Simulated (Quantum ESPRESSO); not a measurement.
Band structure of LiSi₃ (I4/mmm, 4 atoms in the cell).

```
LiSi3
1.0
   -1.87034     1.87034     4.01569
    1.87034    -1.87034     4.01569
    1.87034     1.87034    -4.01569
Li Si
1 3
Direct
  0.00000   0.00000   0.00000
  0.75000   0.25000   0.50000
  0.25000   0.75000   0.50000
  0.50000   0.50000   0.00000
```

Computed with LDA (PZ), GBRV 1.5 ultrasoft (LDA) pseudopotentials (plane waves; Quantum ESPRESSO).

Settings: ecutwfc = 40 Ry; ecutrho = 200 Ry; occupations = smearing; smearing = marzari-vanderbilt; degauss = 0.0147 Ry; potentials = {Li: li_lda_v1.4.uspp.F.UPF, Si: si_lda_v1.uspp.F.UPF}; K_POINTS = automatic 16 16 16 0 0 0; nbnd = 14; conv_thr = 1e-09 Ry; mixing_beta = 0.5.

The starting cell comes from a database of computed structures (which also holds hypothetical and non-ambient phases and stackings), without a prior relaxation at this level. Its lattice was rescaled by a random factor within 2.5 % of one.

Levels in eV from the Fermi level, bands 5 to 12:
```
point      5      6      7      8      9    10    11    12
-----  -----  -----  -----  -----  -----  ----  ----  ----
Γ      -2.46  -2.46  -1.94  -0.84  -0.84  0.16  0.44  4.38
X      -6.35  -5.22  -3.35  -0.16   0.73  0.82  3.97  8.50
Y      -5.62  -4.37  -2.24   0.06   0.96  1.03  4.07  6.63
S      -2.43  -1.20  -0.40  -0.23   1.06  2.68  2.87  5.41
Z      -3.85  -3.19   0.00   3.77   3.79  3.79  4.09  5.37
S1     -2.43  -1.20  -0.40  -0.23   1.06  2.68  2.87  5.41
N      -4.68  -1.41  -0.57   0.26   1.59  2.44  2.61  3.18
P      -6.40  -3.30  -3.30  -3.11  -0.03  4.82  4.82  6.26
Y1     -5.62  -4.37  -2.24   0.06   0.96  1.03  4.07  6.63
```

Bands cross the Fermi level along this path, so the cell is metallic at this level.
